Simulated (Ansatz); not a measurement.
# Response to strain in BeSe

Base system: BeSe in the zinc blende structure (space group F-43m, No. 216).

```xyz
2
Lattice="0.0000 2.5644 2.5644 2.5644 0.0000 2.5644 2.5644 2.5644 0.0000" Properties=species:S:1:pos:R:3 pbc="T T T"
Se     3.8466     3.8466     3.8466
Be     0.0000     0.0000     0.0000
```

Cartesian axes are those of the cell as printed.

Strains are applied to the cell and any free atomic positions relax.

All numbers come from Kohn–Sham DFT with the PBEsol functional, run in Ansatz (a program for electronic structure) with PAW and 420 eV plane waves, no spin-orbit coupling, earlier PAW set.

Candidates:
(a) strain tensor (xx, yy, zz, yz, xz, xy) = (−0.79, −0.58, +1.14, −1.01, +0.50, +0.74) %
(b) tensor shear ε_xy = −3.99 %
(c) isotropic strain +0.61 %

For the base:

* **Smallest direct gap**: 4.29 eV

Order them by smallest direct gap, highest first.

(c) isotropic strain +0.61 % (4.15 eV), (a) strain tensor (xx, yy, zz, yz, xz, xy) = (−0.79, −0.58, +1.14, −1.01, +0.50, +0.74) % (4.11 eV), (b) tensor shear ε_xy = −3.99 % (3.52 eV)

Whether these cells are dynamically stable was not tested.
